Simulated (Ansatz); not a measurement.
The starting structures come from a database of crystals and need not be the phases stable at ambient conditions.

 Where the default PAW files enter, the runs use the earlier of Ansatz's two default sets.

```yaml
crystal:
  lattice:
    - [5.81017, 0.00000, 0.00000]
    - [0.00000, 5.81017, 0.00000]
    - [0.00000, 0.00000, 5.81017]
  atoms:
    - { symbol: Co, position: [0.51681, 0.01681, 0.51681] }
    - { symbol: Co, position: [0.98319, 0.98319, 0.01681] }
    - { symbol: Co, position: [0.01681, 0.48319, 0.48319] }
    - { symbol: Co, position: [0.48319, 0.51681, 0.98319] }
    - { symbol: Sb, position: [0.87263, 0.37263, 0.87263] }
    - { symbol: Sb, position: [0.62737, 0.62737, 0.37263] }
    - { symbol: Sb, position: [0.37263, 0.12737, 0.12737] }
    - { symbol: Sb, position: [0.12737, 0.87263, 0.62737] }
    - { symbol: S, position: [0.12193, 0.62193, 0.12193] }
    - { symbol: S, position: [0.37807, 0.37807, 0.62193] }
    - { symbol: S, position: [0.62193, 0.87807, 0.87807] }
    - { symbol: S, position: [0.87807, 0.12193, 0.37807] }
```

Space group of this cell: P2_13. The cell is taken as given; by PBEsol its mean pressure is -2.9 GPa.

Transport runs along the normal of the first two printed cell vectors, the (001) plane of the conventional cell.

No gap correction and no spin-orbit coupling; mid-gap values are interpolated between computed energies.

### Question
Compute, with PBEsol (Ansatz, a first-principles code), the band gap and the smallest decay constant κ at mid-gap.

### Answer
Gap 0.58 eV on a 6×6×6 mesh; κ = 0.143 1/Å, at (0.000, 0.333) of the in-plane reciprocal vectors. At the zone centre, at the nearest computed energy, the slowest state has κ = 0.18 1/Å.
